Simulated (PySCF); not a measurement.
PySCF 2.14.0, unrestricted PBE0/def2-svpd, df: [Al][Al], charge 0, multiplicity 3, 2 atoms. The geometry is a generated start, not checked to be a minimum at this level.

* **task**: energy
* **method**: pbe0
* **basis**: def2-svpd
* **two-electron scheme**: density fitting
* **mol.max_memory**: 3000 MB
* **mf.max_cycle**: 100
* **mf.DIIS**: CDIIS (default)
* **mf.conv_tol**: 1e-09 (default)
* **mf.grids.level**: 3 (default)
* **basis functions**: 48
* **grid points**: 38360

```xyz
2

Al     0.0368    -0.0200    -1.2531
Al    -0.0368     0.0200     1.2531
```

Charge 0 and multiplicity 3 are set for this test and not shown to be the ground state.

With the defaults (mf.init_guess = minao, mf.diis_space = 8, mf.diis = true, mf.level_shift = 0, newton = off, mf.damp = 0, mf.diis_start_cycle = 1) it converges in 11 Fock builds. One run each on 2 threads, 1 BLAS thread, with these changes:
- mf.init_guess = 1e
- mf.init_guess = huckel
- newton = Hessian by the SCF's own integrals
- mf.init_guess = sap
- mf.diis_space = 3
- mf.damp = 0.3, mf.diis_start_cycle = 4
- mf.diis = false
- mf.init_guess = mod_huckel
- mf.level_shift = 0.1 Hartree

**Question.** Name the settings that don't reach the solution of the defaults.

**Answer.** All converge. Another solution: mf.init_guess = sap (63 meV higher). The rest reach the solution of the defaults.

```tsv
setting	Fock builds	end
the defaults	11	same solution
mf.init_guess = mod_huckel	11	same solution
mf.init_guess = huckel	11	same solution
mf.diis_space = 3	12	same solution
mf.level_shift = 0.1 Hartree	12	same solution
mf.init_guess = 1e	12	same solution
mf.damp = 0.3, mf.diis_start_cycle = 4	12	same solution
newton = Hessian by the SCF's own integrals	16	same solution
mf.diis = false	24	same solution
mf.init_guess = sap	10	other solution, 63 meV higher
```

Under newton the count holds the products with the orbital Hessian.
